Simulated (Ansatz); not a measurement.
## Effect of pressure 2.1 GPa on AlN

Base system: AlN in the wurtzite structure (space group P6_3mc, No. 186; a = 3.0888 Å, c = 4.9433 Å).

One thing is altered: cell and atoms relaxed at a pressure of 2.1 GPa.

Method: LDA/PAW in Ansatz (a first-principles code), spin-orbit coupling left out. k-mesh 12×12×7 (Γ-centred); smearing 0.05 eV (Fermi–Dirac).

| quantity | base | changed | shift |
|---|---|---|---|
| volume per atom | 10.21 Å³ | 10.11 Å³ | -0.10 Å³ |
| density | 3.33 g/cm³ | 3.37 g/cm³ | +0.033 g/cm³ |
| lattice parameter a | 308.9 pm | 307.9 pm | -0.94 pm |
| c/a ratio | 1.600 | 1.599 | -0.001 |
| shortest interatomic distance | 187.6 pm | 187.0 pm | -0.6 pm |
| band gap | 4.42 eV | 4.50 eV | +0.08 eV |
| gap character | direct at Γ | direct at Γ | – |
| width of the top valence band | 2.44 eV | 2.46 eV | +0.02 eV |
| electron mass | 0.32 mₑ (at Γ) | 0.32 mₑ (at Γ) | – |
| valence-band top at Γ (three highest levels, from the VBM) | 0.00, -0.23, -0.23 eV | 0.00, -0.24, -0.24 eV | – |

Cost of the whole job for the changed cell (relaxation, final SCF and bands): about 10 core-seconds (a rough figure).

Load acts through the strain it causes; cell and atoms are relaxed under it. Masses are band curvatures over ±0.01 Å⁻¹ around the edge. Stability against distortions was not tested. Tetrahedral semiconductors of this kind turn to denser phases somewhere between about 1 and 50 GPa; those were not computed, so compressed cells here can lie past the real transition.
